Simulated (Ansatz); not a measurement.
The reference is ZrS2 in the CdI2 type structure (space group P-3m1, No. 164; a = 3.578 Å, c = 5.540 Å; layered, stacked along the Cartesian z axis).

The values are results of PBEsol-D3(BJ) (Ansatz, a quantum-chemistry and plane-wave program, PAW, no spin-orbit coupling), not measurements.

One change was made to it. Results:

The band gap goes from 0.29 eV to zero; the volume per atom decreases by 2.68 Å³, from 20.48 Å³ to 17.80 Å³; the c/a ratio shrinks by 0.026 (1.548 → 1.522).

Problem. What was done to the base?
(A) pressure 5 GPa
(B) pressure 10 GPa
(C) pressure 0.7 GPa
(D) pressure 1.5 GPa
(E) pressure −1 GPa

Solution. B, pressure 10 GPa. For comparison, the volume per atom in the other runs: pressure 0.7 GPa gives 20.18 Å³; pressure 5 GPa gives 18.85 Å³; pressure −1 GPa gives 20.99 Å³; pressure 1.5 GPa gives 19.88 Å³.

The mesh was chosen for an insulator and is coarse for the gapless case. Load acts through the strain it causes; cell and atoms are relaxed under it. Stability against distortions was not tested. No other phases were tried under pressure. The final runs are not spin-polarised. The zero or small gap of ZrS2 can change with the level of theory.
